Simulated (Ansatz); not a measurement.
```
Pt
1.0
    0.00000     1.97013     2.06371
    1.97013     0.00000     2.06371
    1.97013     1.97013     0.00000
Pt
1
Direct
  0.00000   0.00000   0.00000
```

No spin polarisation.

Level of theory: r2SCAN/PAW in Ansatz (a program for electronic structure), no spin-orbit coupling. Settings: 20×20×20 k-points, 0.05 eV Fermi–Dirac smearing.

Question: Predict the band gap, space group and pressure.

Answer: 
* **Band gap**: zero
* **Space group**: I4/mmm (No. 139)
* **Pressure (mean of the normal stresses, compression positive)**: -10.8 GPa

The cells carry an imposed strain or load. No phonon test of stability was made. All final runs are without spin polarisation. The cell was made from Pt in the fcc (Cu type) structure (space group Fm-3m, No. 225) by this change: uniaxial strain ε_zz = +4.75 %. Pt lies near a magnetic instability that expansion can trigger; it was not tested.
